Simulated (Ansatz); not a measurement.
Base system: Zn in the hcp (Mg type) structure (space group P6_3/mmc, No. 194).

```
CELL_PARAMETERS angstrom
      2.64679     0.00000     0.00000
     -1.32339     2.29218     0.00000
      0.00000     0.00000     4.67938
ATOMIC_POSITIONS crystal
  Zn 0.33333 0.66667 0.75000
  Zn 0.66667 0.33333 0.25000
```

Level of theory: r2SCAN (Ansatz, an electronic-structure program, PAW, no spin-orbit coupling).

For the base:

The volume per atom is 14.19 Å³.

Modification: full substitution Zn → In, then cell and atoms are relaxed.

Tabulated Pauling electronegativity and covalent radius: Zn 1.65, 1.22 Å; In 1.78, 1.42 Å.

Question: What does the calculation give for the volume per atom after the change?

Answer: The volume per atom grows by 12.225 Å³ (14.19 Å³ → 26.42 Å³).

No phonon test of stability was made. For In in this form, whether it has been made was not checked. This is not the structure that In has at room temperature and ambient pressure.
